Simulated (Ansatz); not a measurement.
Checking a run of Ansatz (a program for electronic structure) on KFe (Pm-3m, 2 atoms in the cell). The aim is a self-consistent single point with DFT, PBE, plane waves, default PAW files.

Cell that was meant: a = 4.0070 Å, b = 4.0070 Å, c = 4.0070 Å, α = 90.00°, β = 90.00°, γ = 90.00°.

Part of the input:

Ansatz 0.2 input:
```yaml
    - { symbol: K, position: [0.00000000, 0.00000000, 0.00000000] }
    - { symbol: Fe, position: [0.50000000, 0.50000000, 0.50000000], spin: 4.0 }
basis:
  ecutwfc: 210.0
kpoints:
  mp_grid:
    grid: [7, 7, 7]
```

Output, abridged:

```
   [... lines left out ...]
Magnetic group: BNS 221.92 (UNI 1594), of the structure as read, at distance tolerance 4.0e-5 Å
k-points: 20 of 343
Initial density: superposition of atomic densities (chi_scale 0.1, normalization cell, long waves kept (reshape's long-wave potential 0.00 eV rms))
Starting moments: Σ|m| = 4 μB on 1 of 2 sites
Initial wavefunctions: pseudopotential atomic-orbital guess
Eigensolver: davidson
Functional: x = pbe(κ = 0.804, μ = 0.2195149727645171), c = pbe(β = 0.06672455060314922)
SCF iter   1: F=—  HF=-6006.459298 eV  |F-HF|=—  |Δ(HF+E_count)|=         —  Δρ=6.89e-2 (↑6.89e-2 ↓5.74e-2)  dr2=7.69e0  dr2_m=5.60e-2  M=3.898 μB ∫|m|=4.136 μB  β_m=0.30  ethr=3.10e-3  ⟨swp⟩=5.0  Hψ=3405  notcnv=0
Mixer restart at iter 1: flushing history
all-band conjugate gradients solve this SCF's bands
preconditioner: auto → Kerker (q_TF=auto, 2.331 Å⁻¹)
   [... lines left out ...]
SCF iter  15: F=—  HF=-6004.405719 eV  |F-HF|=—  |Δ(HF+E_count)|=   1.42e-4  S|Δr|=    0.00e0  Δρ=1.02e-5 (↑7.41e-6 ↓1.02e-5)  dr2=2.47e-7  dr2_m=1.41e-8  M=3.215 μB ∫|m|=3.484 μB  β_m=0.96  ethr=8.83e-9  ⟨swp⟩=2.1  Hψ=954  notcnv=0  defer=22
SCF iter  16: F=-6004.405719 eV  HF=-6004.405719 eV  |F-HF|=2.82e-9  |Δ(HF+E_count)|=   1.40e-8  S|Δr|=    0.00e0  Δρ=1.80e-6 (↑1.51e-6 ↓1.80e-6)  dr2=1.24e-8  dr2_m=1.28e-10  M=3.215 μB ∫|m|=3.484 μB  ethr=4.00e-10  ⟨swp⟩=6.0  Hψ=2405  notcnv=0
SCF 1 converged in 16 iterations: F = -6004.405719 eV  dr2 = 1.24e-8
Crystal: 2 atoms, lattice volume = 64.338 Å³
Initial density: read from a saved state, or passed on in memory by an earlier SCF of this step, an earlier step, the calling program or the single point that …
Starting moments: Σ|m| = 4 μB on 1 of 2 sites; this step starts from the density that it was given
Initial wavefunctions: those read from a saved state, or passed on in memory by an earlier step or the calling program
iter 1 solved again at ethr=5.31e-7 eV; its pass at ethr=3.10e-3 eV (dr2=1.33e-4 eV) is discarded
   [... lines left out ...]
preconditioner: auto → Kerker (q_TF=auto, 2.331 Å⁻¹)
spin=Collinear: Kerker preconditioning applied to the charge; magnetization (m = ρ↑ − ρ↓) channel mixes plain (no charge-response kernel on spin).
Crystal: 2 atoms, lattice volume = 64.338 Å³
preconditioner: auto → Kerker (q_TF=auto, 2.331 Å⁻¹)
spin=Collinear: Kerker preconditioning applied to the charge; magnetization (m = ρ↑ − ρ↓) channel mixes plain (no charge-response kernel on spin).
Crystal: 2 atoms, lattice volume = 64.338 Å³
preconditioner: auto → Kerker (q_TF=auto, 2.331 Å⁻¹)
spin=Collinear: Kerker preconditioning applied to the charge; magnetization (m = ρ↑ − ρ↓) channel mixes plain (no charge-response kernel on spin).
Crystal: 2 atoms, lattice volume = 64.338 Å³
preconditioner: auto → Kerker (q_TF=auto, 2.331 Å⁻¹)
   [... lines left out ...]
  atom   2  Fe     0.00000000     0.00000000     0.00000000
--- Stress (GPa, compression-positive) ---
        0.131463      -0.065725       0.065547
       -0.065402       0.132251       0.065813
        0.065818       0.065790       0.132191
  P = ⅓ Tr σ = 0.1320 GPa (1.320 kbar)
  The stress holds the Pulay correction. Without it, at fixed plane waves, as pw.x and ABINIT print it: P = -132.8265 GPa
```

Q: Is this run sound? If not, what is wrong?

A: The run is not sound. The fault is a basis or grid far too coarse for these potentials. The error of an incomplete plane-wave basis or grid does not cancel at such settings. To fix it, restore the cutoff that the potentials need and check convergence. The run converged, with 58 iterations in all over 8 SCF loops without an error; against the sound input the free energy rises by 5.46 eV/atom, the pressure goes from 0.41 to 0.13 GPa and the size of the net moment hardly changes (1.60 to 1.59 μB/atom). At a fixed set of plane waves, without the program's Pulay estimate, the pressure is -132.83 GPa against 0.39 GPa.

The sound input it was made from differs as follows (other fixes are possible):
```diff
-  ecutwfc: 210.0
+  ecutwfc: 420.0
```

With that input, the run converged, with 63 iterations in all over 8 SCF loops: free energy E − TS (on the zero of these files) -6015.3421 eV; Fermi level (on the code's own zero) 5.45 eV; pressure 0.41 GPa; size of the cell's spin moment 3.20 μB (DFT, PBE, plane waves, default PAW files).

On the sound input: the starting cell was generated: these elements placed on a structure prototype, without a prior relaxation; it need not be a known phase or ordering of this composition. Its lattice was rescaled by a random factor within 2.5 % of one. The program's own search went on from the first solution to a lower state. Ansatz's pressure includes its estimate of the finite-basis (Pulay) stress.
